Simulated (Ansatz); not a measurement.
Take MgF₂ in the rutile structure (space group P4_2/mnm, No. 136) as the base.

```
MgF2
1.0
    4.63885     0.00000     0.00000
    0.00000     4.63885     0.00000
    0.00000     0.00000     3.06236
Mg F
2 4
Direct
  0.50000   0.50000   0.50000
  0.00000   0.00000   0.00000
  0.80339   0.19661   0.50000
  0.19661   0.80339   0.50000
  0.30339   0.30339   0.00000
  0.69661   0.69661   0.00000
```

Level of theory: Ansatz (an electronic-structure program), PBEsol, PAW, cutoff 420 eV, no spin-orbit coupling.

Base values:

| Quantity | Result |
|---|---|
| Lattice parameter a | 4.639 Å |
| Band gap | 6.89 eV |
| Valence-band top at Γ | 0.00, -0.32, -0.32 eV |

Perturbation: cell and atoms relaxed at a pressure of 1.5 GPa.

Problem. Estimate the effect on the lattice parameter a, band gap and valence-band top at Γ.

Solution. The lattice parameter a decreases by 0.025 Å, from 4.639 Å to 4.614 Å; the band gap increases by 0.10 eV (6.89 eV → 6.99 eV); the valence-band top at Γ (three highest levels, from the VBM) remains 0.00, -0.32, -0.32 eV.

Load acts through the strain it causes; cell and atoms are relaxed under it. Whether these cells are dynamically stable was not tested. The base started in Pnnm and relaxed to P4_2/mnm at this level.
